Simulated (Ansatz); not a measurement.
# How the band gap of BAs (model structure, P6₂22, No. 180, 6 atoms in the cell) moves with the method

No measured value is used here.

| level (code) | value (eV) | cell (Å³/atom) |
|---|---|---|
| LDA (Ansatz) | 0.32 (indirect) | 12.30 |
| PBEsol+SOC (Ansatz) | 0.31 (indirect) | 12.56 |
| r²SCAN+SOC (Ansatz) | 0.61 (indirect) | 12.56 |
| r²SCAN+rVV10 (Ansatz) | ___ | 12.72 |

Fill in the missing entries.


- r²SCAN+rVV10 (Ansatz, a program for electronic structure), value (eV): 0.64 (indirect)

Computed values are for a static lattice. Spin–orbit coupling is included only where a level's name says +SOC; with heavier elements it mostly lowers gaps and can invert bands.  PBEsol+SOC, r²SCAN+SOC: the gap is read on the k mesh or supercell of the run alone and can be too large. Values are at the level's own equilibrium cell; PBEsol+SOC at the PBEsol cell; r²SCAN+SOC at the PBEsol cell. Cutoffs differ between the levels. Ansatz's density-functional and Hartree–Fock values are scalar-relativistic unless marked +SOC, with PAW data made under PBE.

A model structure was made by putting elements into a prototype or built by hand; it is no filed structure, need not be a known phase, and can be a saddle point held by its symmetry.
